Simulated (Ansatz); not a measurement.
Here is the system:

```
CELL_PARAMETERS angstrom
      0.00000     2.76030     2.66417
      2.76030     0.00000     2.66417
      2.76030     2.76030     0.00000
ATOMIC_POSITIONS crystal
  Al 0.00000 0.00000 0.00000
  P  0.75000 0.75000 0.75000
```

Level of theory: PBEsol with spin-orbit coupling, rigid bands (plane waves, PAW; Ansatz, a program for electronic structure). Condition of this run: uniaxial stress zz = 2 GPa (compression positive) (the target of the relaxation). Geometry: cell and atoms relaxed with PBEsol, then loaded as said.

What conductivity effective mass do dilute holes have at 300 K?

0.64 (x), 0.64 (y), 0.48 (z) mₑ.

Predict the electron conductivity mass (n e² τ/σ) at 300 K, by direction if it differs.

0.27 (x), 0.27 (y), 0.77 (z) mₑ.

And the band gap?

1.21 eV at this level; semilocal functionals usually fall short of the measured gap.

Rigid bands, one relaxation time for all states, no polarons.
